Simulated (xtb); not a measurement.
xtb 6.7.1, GFN2-xTB: c1c[se]c(-c2ccc3cc(-c4scc5c4OCCO5)ccc3c2)c1, 38 atoms. The geometry is a generated start, not checked to be a minimum at this level.

```json
{
 "run_flags": "--grad",
 "method": "GFN2-xTB",
 "--acc": "1 (default)",
 "--etemp (K)": "300 (default)",
 "basis_functions": "122",
 "valence_electrons": "118"
}
```

One run each on 1 thread. Values of broydamp tried: 0.02, 0.05, 0.1, 0.2, 0.4 (default), 0.6, 0.8, 1.

Question: Which value of broydamp needs the fewest SCC iterations, and what happens away from it?

Answer: Fewest SCC iterations, within one of each other: 0.2 with 14, 0.4 (default) with 14, 0.6 with 14, 0.8 with 14. The count rises to 21 at 0.02. All converge to one solution.

| broydamp | SCC iterations | end |
|---|---|---|
| 0.02 | 21 | same solution |
| 0.05 | 19 | same solution |
| 0.1 | 17 | same solution |
| 0.2 | 14 | same solution |
| 0.4 (default) | 14 | same solution |
| 0.6 | 14 | same solution |
| 0.8 | 14 | same solution |
| 1 | 16 | same solution |
